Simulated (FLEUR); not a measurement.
Input and output of a self-consistent single point for GaPPt₅ (P4/mmm, 7 atoms in the cell) (FLEUR).

Method of the run: FLEUR with PBEsol, all-electron FLAPW (FLEUR), scalar-relativistic valence.

The change in words: lattice scaled by 0.98. Reference geometry:
```yaml
crystal:
  lattice:
    - [3.84868, 0.00000, 0.00000]
    - [0.00000, 3.84868, 0.00000]
    - [0.00000, 0.00000, 6.76343]
  atoms:
    - { symbol: Ga, position: [0.50000, 0.50000, 0.00000] }
    - { symbol: P, position: [0.00000, 0.00000, 0.50000] }
    - { symbol: Pt, position: [0.00000, 0.50000, 0.28992] }
    - { symbol: Pt, position: [0.00000, 0.50000, 0.71008] }
    - { symbol: Pt, position: [0.50000, 0.00000, 0.28992] }
    - { symbol: Pt, position: [0.50000, 0.00000, 0.71008] }
    - { symbol: Pt, position: [0.00000, 0.00000, 0.00000] }
```

Reference input (self-consistent single point, DFT, PBEsol, all-electron FLAPW (FLEUR), scalar-relativistic valence): Kmax = 4.3 1/bohr; GmaxXC = 17.2 1/bohr; xcFunctional = PBEs; jspins = 1; l_soc = F; mode = gauss; fermiSmearingEnergy = 0.00367493 Htr; mesh (inpgen div1-3) = 7 7 4; inpgen gamma flag = true; Gmax = 17.2 1/bohr; numbands = 0; maxIterBroyd = 15. This run's input differs from it in these lines:

```diff
@@ -5,4 +5,4 @@
 0.0000000000 1.0000000000 0.0000000000
-0.0000000000 0.0000000000 1.7573378405
-7.2729511413
+0.0000000000 0.0000000000 1.7573379261
+7.1274913626
 1.0 1.0 1.0
@@ -49,5 +49,5 @@
          <bravaisMatrix>
-            <row-1>    7.2729511413000001     0.0000000000000000     0.0000000000000000</row-1>
-            <row-2>    0.0000000000000000     7.2729511413000001     0.0000000000000000</row-2>
-            <row-3>    0.0000000000000000     0.0000000000000000    12.7810322527141516</row-3>
+            <row-1>    7.1274913625999998     0.0000000000000000     0.0000000000000000</row-1>
+            <row-2>    0.0000000000000000     7.1274913625999998     0.0000000000000000</row-2>
+            <row-3>    0.0000000000000000     0.0000000000000000    12.5254108894471461</row-3>
          </bravaisMatrix>
```

Log, with long lists cut:

```
 Iteration:     1   Distance:      19.14858778 me/bohr^3
 Iteration:     2   Distance:      16.83656518 me/bohr^3
 Iteration:     3   Distance:       7.87497289 me/bohr^3
 Iteration:     4   Distance:       5.86222483 me/bohr^3
 Iteration:     5   Distance:       3.69343628 me/bohr^3
   [... 14 lines left out ...]
 Iteration:    20   Distance:       0.00005994 me/bohr^3
 Iteration:    21   Distance:       0.00004139 me/bohr^3
 Iteration:    22   Distance:       0.00002109 me/bohr^3
 Iteration:    23   Distance:       0.00000579 me/bohr^3
 Reset of history
 Run finished successfully
 Stop message:
   Structural relaxation: new displacements generated

[file out, last iteration]
             iter=     24
[...]
          total density-effective poten   -1.6567983872E+05
          total charge density-energy d   -1.8581792689E+03
 Updated energy parameters for spin:           1
[...]
 fermi energy and band-weighting factors:
   [... 7 lines left out ...]

[...]
FERMIE:
          first approx. to ef    (T=0)  :   0.628543 htr   (energy of the highest occ. eigenvalue)
          number of occ. states  (T=0)  :       1466
          first approx. to seigv (T=0)  : -14.513760 htr
          sum of weights of occ. states :  49.010204
          sum of semicore charge        :   0.000000 e
          fermi energy=   0.62766 har   work function= -17.07937 ev
   [... lines left out ...]
          total moment                 =     0.00000
 Direct bandgap for spin            1 :    3.1874089753968216E-003  Htr
   [... lines left out ...]
          total charge  =  436.000001
          zc=   436.000000     qfix=    1.000000
     t o t a l  e n e r g y
          sum of eigenvalues =            -57839.7121983084
          density-effective potential i  -165679.8387185289
          charge density-ex.-corr.energ    -1858.1792688942
 ---->    total energy=                   -94492.2047980896 htr
 ---->    (input%tkb*entropy) TS=              0.0000000000 htr
 ---->    fre
```

The run converged in 23 iterations. FLEUR gives forces in its relaxation mode, with a further iteration, so its stop message speaks of a relaxation. Against the reference run the total energy goes up by 109 meV/atom and the largest force goes from 0.049 to 0.020 eV/Å.

The starting cell comes from a database of computed structures (which also holds hypothetical and non-ambient phases and stackings), without a prior relaxation at this level. Its lattice was rescaled by a random factor within 2.5 % of one. For this run, on top of that: lattice scaled by 0.98. Spin-orbit coupling is off. Spin polarisation is off. Values depend on the basis (sphere radii, cutoffs, local orbitals), which need not be converged. The log's line on a gap gives a spacing of levels on this mesh, which the program prints for metals too.

Cost on one core of a shared machine: roughly 5 min.
